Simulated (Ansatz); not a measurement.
Ansatz (a first-principles code) run on Ti3Ga (P3m1, 8 atoms in the cell): relaxation of the atoms.

Method: LDA (PW92), default PAW files made with PBE (plane waves; Ansatz).

The change in words: one atom moved by 0.15 angstrom; relax: default → atoms; relax.f_tol: default → 0.05 eV/Å. Reference geometry:
```
Ti3Ga
1.0
    5.71530     0.00000     0.00000
   -2.85765     4.94960     0.00000
    0.00000     0.00000     4.64203
Ti Ga
6 2
Direct
  0.17060   0.34120   0.75000
  0.82940   0.65880   0.25000
  0.82940   0.17060   0.25000
  0.17060   0.82940   0.75000
  0.65880   0.82940   0.75000
  0.34120   0.17060   0.25000
  0.66667   0.33333   0.75000
  0.33333   0.66667   0.25000
```

Reference input (self-consistent single point, DFT, LDA (PW92), plane waves, default PAW files made with PBE): basis.ecutwfc = 420 eV; kpoints.mp_grid.grid = 6 6 6; hamiltonian.xc = lda; hamiltonian.pseudopotentials = {kind: paw} (the program's default PAW files); scf.occupations.method = fermi_dirac; scf.occupations.width = 0.1 eV. This run's input differs from it in these lines:

```diff
@@ -12,3 +12,3 @@
     - { symbol: Ti, position: [0.341200, 0.170600, 0.250000] }
-    - { symbol: Ga, position: [0.666667, 0.333333, 0.750000] }
+    - { symbol: Ga, position: [0.666667, 0.333333, 0.782313] }
     - { symbol: Ga, position: [0.333333, 0.666667, 0.250000] }
@@ -27,2 +27,4 @@
     width: 0.1
+relax:
+  f_tol: 0.05
 output:
```

Output, abridged:

```
   [... SCF lines of the steps left out ...]
relax step   1: F+E_penalty+E_count = -22118.49710783 eV  Δ(F+E_penalty+E_count) = +0.000e0 eV  max|allowed force component| = 1.024e0 eV/Å  Δτ_max = 0.0000 Å  (6 SCF iters, dr2 threshold 6.25e-5 eV, accepted)
relax step   2: F+E_penalty+E_count = -22118.56894342 eV  Δ(F+E_penalty+E_count) = -7.184e-2 eV  max|allowed force component| = 1.388e-1 eV/Å  Δτ_max = 0.1555 Å  (6 SCF iters, dr2 threshold 6.55e-5 eV, accepted)
relax step   3: F+E_penalty+E_count = -22118.57346311 eV  Δ(F+E_penalty+E_count) = -4.520e-3 eV  max|allowed force component| = 1.570e-3 eV/Å  Δτ_max = 0.0239 Å  (7 SCF iters, accepted)
the relaxation is at rest under the 6 symmetry operations that the run kept from its start: a minimum is not shown …
Free energy (F): -22118.573463 eV
Internal energy: -22118.330874 eV  (E = F + TS)
E sigma→0 (E₀):  -22118.452169 eV
Entropy (-TS):   -0.242589 eV (-30.324 meV/atom)
Fermi energy:    13.076557 eV
--- Forces (eV/Å), atoms counted from 1 ---
  atom   1  Ti     0.00000000    -0.00030580    -0.00156952
  atom   2  Ti     0.00000000     0.00056591     0.00137394
  atom   3  Ti     0.00049010    -0.00028296     0.00137394
  atom   4  Ti    -0.00026483     0.00015290    -0.00156952
  atom   5  Ti     0.00026483     0.00015290    -0.00156952
   [... lines left out ...]
    - { symbol: Ti, position: [0.6596070737981529, 0.8298035368990764, 0.7541033972262652] }
    - { symbol: Ti, position: [0.3403978089101987, 0.17019890445509936, 0.2539799519562971] }
    - { symbol: Ga, position: [0.6666666666666667, 0.3333333333333333, 0.7539645822722442] }
    - { symbol: Ga, position: [0.33333333333333337, 0.6666666666666666, 0.254098370180069] }
```

The run converged.  The full log also holds: “iter 5 did not close the SCF: its close was put off for the readings that it lacked (scf_convergence_deferred on its scf_iter line)”. The full log also holds: “iter 5 did not close the SCF: its close was put off for the readings that it lacked (scf_convergence_deferred on its scf_iter line)”.

Summary of the result:
Free energy E − TS (on the zero of these files): -22118.5735 eV
Fermi level (on the code's own zero): 13.08 eV
Pressure: -9.12 GPa
Largest force (vector length): 0.002 eV/Å
Relaxation steps: 3

The starting cell comes from a database of computed structures (which also holds hypothetical and non-ambient phases and stackings), without a prior relaxation at this level. Its lattice was rescaled by up to half a per cent. For this run, on top of that: one atom moved by 0.15 angstrom. Spin polarisation is off. The relaxation keeps the symmetry of its start, so its end need not be a minimum. Ansatz's pressure includes its estimate of the finite-basis (Pulay) stress.

Cost on one core of a shared machine: roughly 70 s.

Keys are those of Ansatz 0.2.
